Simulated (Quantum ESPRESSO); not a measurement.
Input and output of a self-consistent single point for MnO2 (P1, 3 atoms in the cell) (Quantum ESPRESSO).

Method: LDA (PZ)+U, GBRV 1.5 ultrasoft (LDA) pseudopotentials (plane waves; Quantum ESPRESSO 7.5).

```
MnO2
1.0
    1.42843     0.82471     4.58393
   -1.42843     0.82471     4.58393
    0.00000    -1.64942     4.58393
Mn O
1 2
Direct
  0.00539   0.01011   0.98499
  0.25905   0.25557   0.27867
  0.73556   0.73432   0.73633
```
Moments meant for the start (each program seeds them in its own way; μB, in the order of the atoms Mn O O): 4.0 0.0 0.0.

Reference input (self-consistent single point, DFT, LDA (PZ), plane waves, GBRV 1.5 ultrasoft (LDA) pseudopotentials): ecutwfc = 50 Ry; ecutrho = 400 Ry; occupations = smearing; smearing = fd; degauss = 0.00147 Ry; nspin = 2; potentials = {Mn: mn_lda_v1.5.uspp.F.UPF, O: o_lda_v1.2.uspp.F.UPF}; K_POINTS = automatic 6 6 6 0 0 0; conv_thr = 1e-09 Ry; mixing_beta = 0.4. This run's input differs from it in these lines:

```diff
@@ -37,2 +37,4 @@
    0.0000000000    -1.6494150000     4.5839300000
+HUBBARD {atomic}
+U Mn-3d 1
```

Log, with long lists cut:

```
     Self-consistent Calculation

     iteration #  1     ecut=    50.00 Ry     beta= 0.40

     =================== HUBBARD OCCUPATIONS ===================
     ------------------------ ATOM    1 ------------------------
     Tr[ns(  1)] (up, down, total) =   3.74019  0.83693  4.57711
     Atomic magnetic moment for atom   1 =   2.90326
     SPIN  1
     eigenvalues:
       0.393  0.396  0.981  0.982  0.988
     SPIN  2
     eigenvalues:
       0.096  0.109  0.110  0.256  0.265

     Number of occupied Hubbard levels =    4.5771

     total energy              =    -274.92497741 Ry
     estimated scf accuracy    <       2.22229700 Ry

   [... lines left out ...]

   [... 8 blocks of this kind left out ...]

     iteration # 12     ecut=    50.00 Ry     beta= 0.40

     total energy              =    -275.76475615 Ry
     estimated scf accuracy    <       0.00000003 Ry

     total magnetization       =     3.00 Bohr mag/cell
     absolute magnetization    =     3.09 Bohr mag/cell

     iteration # 13     ecut=    50.00 Ry     beta= 0.40

     Magnetic moment per site  (integrated on atomic sphere of radius R)
     atom   1 (R=0.156)  charge= 11.5502  magn=  2.4973
     atom   2 (R=0.156)  charge=  5.0529  magn=  0.0199
     atom   3 (R=0.156)  charge=  5.0546  magn=  0.0205
     End of self-consistent calculation

     =================== HUBBARD OCCUPATIONS ===================
     ------------------------ ATOM    1 ------------------------
     Tr[ns(  1)] (up, down, total) =   4.25439  1.57780  5.83219
     Atomic magnetic moment for atom   1 =   2.67659
     SPIN  1
     eigenvalues:
       0.638  0.640  0.991  0.992  0.993
     SPIN  2
     eigenvalues:
       0.203  0.223  0.224  0.458  0.469

     Number of occupied Hubbard levels =    5.8322

     Number of k-points >= 100: set verbosity='high' to print the bands.

     the Fermi energy is     7.9732 ev

!    total energy              =    -275.76475616 Ry
     estimated scf accuracy    <          4.3E-10 Ry
     smearing contrib. (-TS)   =      -0.00000000 Ry
     internal energy E=F+TS    =    -275.76475616 Ry

   [... lines left out ...]
     total magnetization       =     3.00 Bohr mag/cell
     absolute magnetization    =     3.09 Bohr mag/cell
   [... lines left out ...]

     Total force =     0.045193     Total SCF correction =     0.000009

          total   stress  (Ry/bohr**3)                   (kbar)     P=      -59.55
  -0.00050359  -0.00000174   0.00000635          -74.08       -0.26        0.93
  -0.00000174  -0.00039663  -0.00017493           -0.26      -58.35      -25.73
   0.00000635  -0.00017493  -0.00031412            0.93      -25.73      -46.21

   JOB DONE.
```

The run converged in 13 iterations. Against the reference run the pressure goes from -7.27 to -5.95 GPa, the largest force goes from 0.746 to 0.808 eV/Å, the gap on the mesh goes from 0.533 to 0.981 eV and the size of the net moment stays at 1.00 μB/atom.

The starting cell comes from a database of computed structures (which also holds hypothetical and non-ambient phases and stackings), without a prior relaxation at this level. Its atoms were displaced at random from the sites of space group no. 166. With one magnetic atom in the cell only a parallel order is possible. With U or open f shells several self-consistent states can exist. With a pressure of about -6 GPa the cell is away from its equilibrium volume at this level.

Cost on one core of a shared machine: roughly 3 min.
